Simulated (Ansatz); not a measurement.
## Hypothetical diamond Zr: isotropic strain −1.97 %

Base system: Zr in the diamond structure (space group Fd-3m, No. 227; a = 6.1422 Å; a hypothetical phase, not in the database extracts checked; relaxed with 0.1 eV smearing).

Perturbation: an isotropic linear strain of −1.97 %, atoms relaxed at fixed cell.

The values are results of PBEsol (Ansatz, a quantum-chemistry and plane-wave program), spin-orbit coupling left out, not measurements. Settings: 16×16×16 k-points, 0.1 eV Fermi–Dirac smearing.

| quantity | base | changed | shift |
|---|---|---|---|
| shortest interatomic distance | 2.660 Å | 2.607 Å | -0.0524 Å |
| energy relative to the base (free energy F) | 0 meV/atom | +12 meV/atom | +12 meV/atom |
| band gap | zero | zero | – |

Final structure:

```
CELL_PARAMETERS angstrom
      0.00000     3.01059     3.01059
      3.01059     0.00000     3.01059
      3.01059     3.01059     0.00000
ATOMIC_POSITIONS crystal
  Zr 0.25000 0.25000 0.25000
  Zr 0.00000 0.00000 0.00000
```

No phonon test of stability was made. All final runs are without spin polarisation. Zr has a high density of states at the Fermi level and may be magnetic at this level.
